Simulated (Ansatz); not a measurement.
LaN (P6₃mc, No. 186, 4 atoms in the cell; start mp-567290; a measured phase of this formula has another space group) was calculated with r²SCAN (PAW; Ansatz, a first-principles code).

Numerical settings: plane-wave cutoff 560 eV, 12×12×6 k mesh (along the axes of the cell as run), Fermi–Dirac smearing 0.01 eV, scalar-relativistic PAW data made under PBE.

Cell (relaxed at this level):

LaN is taken in the hexagonal space group P6₃mc (No. 186), Pearson symbol hP4. Lattice parameters: a = b = 4.157 Å, c = 5.859 Å, α = β = 90.00°, γ = 120.00°. La on 2b has 4 N at 2.445–2.464 Å and 1 N at 3.395 Å (trigonal bipyramidal). N on 2b is coordinated by 4 La at 2.445–2.464 Å and 1 La at 3.395 Å (trigonal bipyramidal). (Neighbours: up to the widest gap in distance over summed covalent radii, below 1.35, at either atom; cation-cation and far metal-metal contacts left out.)

**Question.** Estimate the band gap, smallest direct gap on the k points sampled and Γ–Γ gap that the calculation returns.

**Answer.** 
band gap: 1.44 eV
smallest direct gap on the k points sampled: 1.75 eV
Γ–Γ gap: 1.90 eV

Spin–orbit coupling is not included.

Static lattice: no zero-point or thermal effects.

A start named mp-… is a Materials Project structure, which need not be a measured phase.
